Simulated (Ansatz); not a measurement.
Base system: PbZrO₃ in the cubic perovskite structure (space group Pm-3m, No. 221; a = 4.1413 Å; a cell from a computed database, its experimental status unchecked).

The values are results of PBEsol (Ansatz, a first-principles code), no SOC, not measurements.

Base values:

```
Item                           Result
----------------------------  -------
Gap between the host's bands  2.34 eV
```

Modification: 0.213 holes added to each cell, a density of 3.0×10^21 cm⁻³, with a uniform compensating background at fixed cell and a 300 K Fermi–Dirac width.

Problem. How does this affect the gap between the host's bands?

Solution. The gap between the host's bands increases by 0.17 eV (2.34 eV → 2.51 eV).

Problem. Estimate the effect on the Fermi level from band edge.

Solution. The Fermi level relative to the doped band's edge (positive inside the band; to 0.05 eV) comes out as +0.10 eV.

Carriers are added with a uniform compensating background; total energy and stress of such cells depend on the potential's zero and are not compared; many-body gap narrowing is missing at this level. With Pb present, leaving out spin-orbit coupling can change the band edges. No phonon test of stability was made. Many cubic perovskites are stable only at high temperature; tilts and polar distortions were not tested.
